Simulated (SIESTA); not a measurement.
A self-consistent single point of Mg2Pd (I4/mmm, 3 atoms in the cell) with SIESTA.

Method: LDA PW92, numerical atomic orbitals DZP, PseudoDojo LDA standard norm-conserving potentials (rewritten from UPF to PSML) (SIESTA).

The change in words: lattice scaled by 0.98. Reference geometry:
```yaml
crystal:
  lattice:
    - [-1.60804, 1.60804, 5.00282]
    - [1.60804, -1.60804, 5.00282]
    - [1.60804, 1.60804, -5.00282]
  atoms:
    - { symbol: Mg, position: [0.64722, 0.64722, 0.00000] }
    - { symbol: Mg, position: [0.35278, 0.35278, 0.00000] }
    - { symbol: Pd, position: [0.00000, 0.00000, 0.00000] }
```

Reference input (self-consistent single point, DFT, LDA PW92, numerical atomic orbitals DZP, PseudoDojo LDA standard norm-conserving potentials (rewritten from UPF to PSML)): XC.functional = LDA; XC.authors = PW92; potentials = PseudoDojo LDA standard; PAO.BasisSize = DZP; PAO.EnergyShift = 0.01 Ry; MeshCutoff = 400 Ry; kgrid.MonkhorstPack = 12 12 12; OccupationFunction = FD; ElectronicTemperature = 0.1 eV; MaxSCFIterations = 150; SCF.Mixer.Method = Pulay; SCF.Mixer.Weight = 0.25. This run's input differs from it in these lines:

```diff
@@ -12,5 +12,5 @@
 %block LatticeVectors
-    -1.608037000    1.608037000    5.002818000
-     1.608037000   -1.608037000    5.002818000
-     1.608037000    1.608037000   -5.002818000
+    -1.575876000    1.575876000    4.902762000
+     1.575876000   -1.575876000    4.902762000
+     1.575876000    1.575876000   -4.902762000
 %endblock LatticeVectors
@@ -18,4 +18,4 @@
 %block AtomicCoordinatesAndAtomicSpecies
-     0.000000000   -0.000000000    6.475847732  1
-     0.000000000   -0.000000000    3.529788268  1
+     0.000000000   -0.000000000    6.346331243  1
+    -0.000000000    0.000000000    3.459192757  1
      0.000000000    0.000000000    0.000000000  2
```

Output (repeated stretches shortened):

```
        iscf     Eharris(eV)        E_KS(eV)     FreeEng(eV)     dDmax    Ef(eV) dHmax(eV)
   scf:    1    -6881.559348    -6896.647303    -6896.675977  1.084566 -4.044218  4.191676
   scf:    2    -6897.112748    -6896.962960    -6896.991570  0.080660 -3.958017  2.598926
   scf:    3    -6897.075685    -6897.023930    -6897.052041  0.053331 -3.986889  1.714054
   scf:    4    -6897.060852    -6897.047848    -6897.075825  0.054356 -4.007631  0.204978
   scf:    5    -6897.052097    -6897.050669    -6897.078764  0.015419 -4.006604  0.024127
   scf:    6    -6897.050589    -6897.050649    -6897.078769  0.001443 -4.005788  0.021797
   scf:    7    -6897.050690    -6897.050677    -6897.078782  0.000935 -4.007664  0.003825
   scf:    8    -6897.050673    -6897.050675    -6897.078783  0.000111 -4.007564  0.000661
   scf:    9    -6897.050675    -6897.050675    -6897.078783  0.000016 -4.007621  0.000019
   scf:   10    -6897.050675    -6897.050675    -6897.078783  0.000001 -4.007622  0.000013
SCF Convergence by DM+H criterion
max |DM_out - DM_in|         :     0.0000006447
max |H_out - H_in|      (eV) :     0.0000134007
SCF cycle converged after 10 iterations

Using DM_out to compute the final energy and forces

siesta: E_KS(eV) =            -6897.0507

siesta: E_KS - E_eggbox =     -6897.0507

siesta: Atomic forces (eV/Ang):
     1   -0.000019   -0.000019    0.070949
     2    0.000019    0.000019   -0.070949
     3   -0.000000   -0.000000   -0.000000
   Tot   -0.000000   -0.000000   -0.000000
   Max    0.070949
   Res    0.033446    sqrt( Sum f_i^2 / 3N )
   Max    0.070949    constrained

Stress tensor Voigt[x,y,z,yz,xz,xy] (kbar):      -46.66      -46.66      -50.64       -0.01       -0.01        0.09
(Free)E + p*V (eV/cell)    -6895.6201
Target enthalpy (eV/cell)    -6897.0788

   [... lines left out ...]
siesta: FreeEng =     -6897.078783
   [... lines left out ...]
siesta:    -0.029124    0.000055   -0.000004
siesta:     0.000055   -0.029124   -0.000004
siesta:    -0.000004   -0.000004   -0.031606

siesta: Cell volume =         48.701786 Ang**3

siesta: Pressure (static):
siesta:                Solid            Molecule  Units
siesta:           0.00032621          0.00031094  Ry/Bohr**3
siesta:           0.02995125          0.02854925  eV/Ang**3
siesta:          47.98718568         45.74093363  kBar
```

The run converged in 10 iterations. Against the reference run the free energy rises by 11.0 meV/atom, the pressure goes from -0.99 to 4.80 GPa and the largest force goes from 0.098 to 0.071 eV/Å.

The starting cell comes from a database of computed structures (which also holds hypothetical and non-ambient phases and stackings), without a prior relaxation at this level. Its lattice was rescaled by a random factor within 2.5 % of one. For this run, on top of that: lattice scaled by 0.98. Spin polarisation is off. Values carry the incompleteness of an atom-centred basis. With a pressure of about 5 GPa the cell is away from its equilibrium volume at this level.

Cost on one core of a shared machine: roughly 50 s.
